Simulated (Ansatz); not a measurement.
## Zr on the Si site (Zr_Si) in silicon

The numbers are results of PBE, PAW (plane waves to 420 eV; Ansatz, an electronic-structure program), not measurements. Details: 216-site cell; 2×2×2 shifted k-points; start: the Si site; finite-size errors of tenths of an eV.

Neighbours after relaxation, in Å: of the Zr atom: Si 2.61, Si 2.61, Si 2.61, Si 2.61.

Formation energies E_f are those of the neutral cell. Chemical conditions: impurity bounded by its compound with the host (Δμ(Si) = 0.00 eV, Δμ(Zr) = -2.00 eV, bounded by ZrSi2 (Cmcm); only phases computed here count, gases as isolated molecules at 0 K). Reference phases: Si: silicon, Zr: hcp Zr.

```csv
charge,moment (μB),point group,largest move off a lattice site (Å),"E_f, impurity bounded by its compound with the host (eV)"
0,not spin-polarised,Td,0.25,4.35
```

Point groups are those of the whole cell at tolerances of 0.03 and 0.1 Å ("near" where only the looser one holds); none is given for unsettled states.

All states together cost very roughly 40 core-minutes.
